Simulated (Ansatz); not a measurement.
The starting structures come from a database of crystals and need not be the phases stable at ambient conditions.

 Where the default PAW files enter, the runs use the earlier of Ansatz's two default sets.

Data:

```yaml
crystal:
  lattice:
    - [6.51528, 0.00000, 0.00000]
    - [3.25503, 5.66365, 0.00000]
    - [0.00000, 0.00000, 3.83296]
  atoms:
    - { symbol: La, position: [0.16665, 0.16737, 0.75000] }
    - { symbol: La, position: [0.83335, 0.83263, 0.25000] }
    - { symbol: H, position: [0.22583, 0.64243, 0.75000] }
    - { symbol: H, position: [0.77417, 0.35757, 0.25000] }
    - { symbol: H, position: [0.63650, 0.22214, 0.75000] }
    - { symbol: H, position: [0.36350, 0.77786, 0.25000] }
    - { symbol: H, position: [0.64065, 0.63281, 0.75000] }
    - { symbol: H, position: [0.35935, 0.36719, 0.25000] }
    - { symbol: O, position: [0.11001, 0.80879, 0.75000] }
    - { symbol: O, position: [0.88999, 0.19121, 0.25000] }
    - { symbol: O, position: [0.58255, 0.10860, 0.75000] }
    - { symbol: O, position: [0.41745, 0.89140, 0.25000] }
    - { symbol: O, position: [0.80787, 0.58079, 0.75000] }
    - { symbol: O, position: [0.19213, 0.41921, 0.25000] }
```

Space group of this cell: P2_1/m. The cell is taken as given.

Transport runs along the normal of the first two printed cell vectors.

The gap is the functional's own, uncorrected, and κ follows it; spin-orbit coupling is left out. Mid-gap values are interpolated between the computed energies.

Question: Give the band gap and the smallest decay constant κ at mid-gap that r2SCAN in Ansatz (a first-principles code) yields.

Answer: Gap 4.31 eV on a 6×6×8 mesh; κ = 0.376 1/Å, at the zone centre.
